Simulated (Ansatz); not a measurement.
**Evanescent states of SnS₂ (P-3m1, CdI2 type, 3 atoms a cell, 22.6 Å³ an atom) along the normal of (001)**

The numbers are results of PBEsol (plane waves, PAW; Ansatz, a program for electronic structure), not measurements.

No gap correction and no spin-orbit coupling; mid-gap is the computed energy nearest the middle.

Energies count from the valence-band top; κ is the least over a 12×12 mesh across the current.

```
E (eV)  κ (1/Å)  where
------  -------  -----
0.04      0.039      Γ
0.10      0.064      Γ
0.17      0.080      Γ
0.24      0.092      Γ
0.32      0.102      Γ
0.39      0.109      Γ
0.46      0.116      Γ
0.53      0.121      Γ
0.59      0.124      Γ
0.67      0.127      Γ
0.73      0.129      Γ
0.81      0.130      Γ
0.88      0.130      Γ
0.94      0.129      Γ
1.01      0.116  off Γ
1.08      0.085  off Γ
1.16      0.008  off Γ
```

**Question.** How thick must the barrier be to attenuate the transmission by 10^8 when the electrodes' Fermi level lies at 0.04 eV, and what attenuation does that film give at 0.24 eV?

**Answer.** d = 8 ln 10 / (2 × 0.039) = 236.2 Å. At 0.24 eV it gives 8 × 0.092/0.039 = 18.9 decades.
